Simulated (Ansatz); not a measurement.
Take CdSe in the zinc blende structure (space group F-43m, No. 216; a = 6.196 Å) as the base.

It is then changed as follows: a hydrostatic pressure of 30 GPa.

Computed with PBE in Ansatz (plane waves to 420 eV, PAW, scalar-relativistic without spin-orbit coupling).

Base, band edges from the VBM (valence, conduction): X -1.67, 3.25; W -1.98, 4.79; L -0.67, 2.32; Γ 0.00, 0.49; K -1.36, 3.71; U -1.36, 3.71 eV.

Q: Give the band edges at the high-symmetry points of the new zone, measured from its valence-band maximum.

A: 
| point | valence edge (eV) | conduction edge (eV) |
|---|---|---|
| Γ | 0.00 | 1.10 |
| X | -2.95 | 2.53 |
| U | -2.42 | 3.42 |
| K | -2.42 | 3.42 |
| L | -1.22 | 2.62 |
| W | -3.37 | 5.09 |

The gap is 1.10 eV, direct at Γ.

Load acts through the strain it causes; cell and atoms are relaxed under it. Stability against distortions was not tested. Tetrahedral semiconductors of this kind turn to denser phases somewhere between about 1 and 50 GPa; those were not computed, so compressed cells here can lie past the real transition.

Ansatz is a program for electronic structure.
